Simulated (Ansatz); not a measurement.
Start from VN in the rock salt structure (space group Fm-3m, No. 225; a = 4.073 Å). Axes: x, y, z lie along the cube axes.

Method: PBEsol, PAW, 420 eV (Ansatz, a quantum-chemistry and plane-wave program; without spin-orbit coupling).

Strains are applied to the cell and any free atomic positions relax; under biaxial strain the out-of-plane vector relaxes too.

One change was made to it. Results:

The pressure (mean of the normal stresses, compression positive) goes from zero to -14.2 GPa; the energy goes up by 42 meV/atom; the shortest interatomic distance drops by 0.032 Å to 2.005 Å.

**Question.** Which of these changes matches the shifts?
A. biaxial strain +3.42 %, plane normal [001], relaxed out of plane
B. uniaxial strain ε_zz = +1.16 %
C. biaxial strain −1.27 %, plane normal [111], relaxed out of plane
D. isotropic strain +0.99 %
E. biaxial strain +2.29 %, plane normal [001], relaxed out of plane

**Answer.** A, biaxial strain +3.42 %, plane normal [001], relaxed out of plane. For comparison, the energy relative to the base in the other runs: biaxial strain +2.29 %, plane normal [001], relaxed out of plane gives +20 meV/atom; uniaxial strain ε_zz = +1.16 % gives +2.3 meV/atom; isotropic strain +0.99 % gives +7.7 meV/atom; biaxial strain −1.27 %, plane normal [111], relaxed out of plane gives +4.5 meV/atom.

Without a gap, meshes like the base's 20×20×20 leave anisotropic stresses uncertain by several tenths of a GPa, and small strain energies with them. Stability against distortions was not tested. Starting moments died away, wholly or in part, for the base; another magnetic solution may exist. All final runs are without spin polarisation.
